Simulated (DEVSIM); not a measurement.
System: n-channel Ge planar bulk MOSFET with Al2O3, at 300 K.

```
Property                                                      Value
-----------------------  ------------------------------------------
Gate length                                                  130 nm
Source drain length                                          104 nm
Dielectric thickness                                           5 nm
Lateral straggle                                             9.5 nm
Underlap                                                       0 nm
Junction depth                                              71.6 nm
Substrate depth                                              430 nm
Gate work function                                          4.01 eV
Source and drain doping  8.3e19 cm⁻³, Gaussian tails under the gate
Body doping                                             4.6e17 cm⁻³
Lifetime                                                     3e-7 s
Supply                                                        1.2 V
Halo peak                                                 1e18 cm⁻³
```

All mobilities are scaled by 0.15; velocity saturation, μ/(1 + (μE/vsat)^b)^(1/b) with b = 2 for electrons and 1 for holes and E the electric field along each mesh edge, is on. Mobility is constant in doping.

Constants are typed, rounded textbook-type inputs, not results; the design itself was drawn at random and stands for no fabricated device. Values at 300 K.

Ge: gap (eV) 0.664, affinity (eV) 4, permittivity 16, Nc (cm⁻³) 1.04e19, Nv (cm⁻³) 6e18, μn (cm²/Vs) 3900, μp (cm²/Vs) 1900, vsat,n (cm/s) 6.5e6, vsat,p (cm/s) 6e6. Al2O3: gap (eV) 6.8, affinity (eV) 1.35, permittivity 9.

DEVSIM, 2D drift-diffusion, Boltzmann statistics, complete ionisation; no quantum confinement, tunnelling, impact ionisation, self-heating, contact resistance or fringe fields beside the gate. Metal contacts follow the ideal Schottky-Mott rule: no Fermi-level pinning, no interface dipoles.

Transfer curves, |Id| in μA/μm:

```
Vg (V)  Vd = 0.05 V  Vd = 1.2 V
------  -----------  ----------
-0.36      2.308e-6    9.449e-6
-0.3       9.176e-6    4.335e-5
-0.24      4.331e-5   0.0002206
-0.18     0.0002213    0.001176
-0.12      0.001178    0.006436
-0.06      0.006420     0.03562
0           0.03537      0.1962
0.06         0.1937       1.041
0.12          1.007       4.851
0.18          4.382       16.81
0.24          13.33       40.21
0.3           28.03       72.89
0.36          46.20       111.6
0.42          66.07       154.3
0.48          86.76       199.7
0.54          107.8       247.1
0.6           129.1       296.0
0.66          150.4       346.2
0.72          171.7       397.3
0.78          192.9       449.3
0.84          214.0       501.9
0.9           235.0       555.2
0.96          255.9       608.9
1.02          276.6       663.1
1.08          297.2       717.7
1.14          317.5       772.7
1.2           337.8       827.9
```

Work out the subthreshold swing at low drain bias from the rows at -0.06 and 0 V, and compare it with the thermal limit.

log10(0.03537/0.006420) = 0.741 over 60.0 mV, so S = 81.0 mV/decade. The limit kT/q ln 10 is 59.5 mV/decade; the ratio is 1.36. This is the steepest step of the table.

Find both thresholds at the constant current 0.1 μA × (1 μm/L) a micrometre, and the DIBL.

The current is 0.769 μA/μm. Interpolating ln Id gives 0.110 V and 0.049 V; their difference over the 1.15 V of drain bias is 53 mV/V.

Source and drain are degenerate, where Boltzmann statistics are only rough. The electric field that drives the saturation includes the junctions' built-in field, which lowers the mobility there even at small currents: subthreshold currents come out too low, a known weakness of this choice.
